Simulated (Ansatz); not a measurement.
## What biaxial strain −2.50 %, plane normal [111], relaxed out of plane does to BaHfO3

The parent structure is BaHfO₃ in the cubic perovskite structure (space group Pm-3m, No. 221; a = 4.158 Å). Axes: x, y, z lie along the cube axes.

Modification: compressive biaxial strain of 2.50 % in the plane normal to [111], as in epitaxy on a mismatched substrate; the out-of-plane cell vector and the atoms relax.

Computed with PBEsol/PAW in Ansatz (a quantum-chemistry and plane-wave program), no spin-orbit coupling. Settings: 8×8×8 k-points, 0.05 eV Fermi–Dirac smearing.

The volume per atom decreases by 0.44 Å³, from 14.37 Å³ to 13.93 Å³ and the shortest interatomic distance drops by 0.021 Å to 2.058 Å. The energy grows by 19 meV/atom and the pressure (mean of the normal stresses, compression positive) goes from zero to 56.8 kbar. The band gap drops by 0.17 eV (3.58 eV → 3.41 eV) and the gap character comes out as direct at Γ. The valence-band top at Γ (three highest levels, from the VBM) comes out as 0.00, 0.00, -0.20 eV and the out-of-plane strain comes out as +1.97 %. The ratio −ε⊥/ε∥ comes out as 0.79 and the mean in-plane stress (compression positive) is +8.5 GPa.

With Hf present, leaving out spin-orbit coupling can change the band edges. Stability against distortions was not tested. Labels are those of the standard path for the cell's own space group.
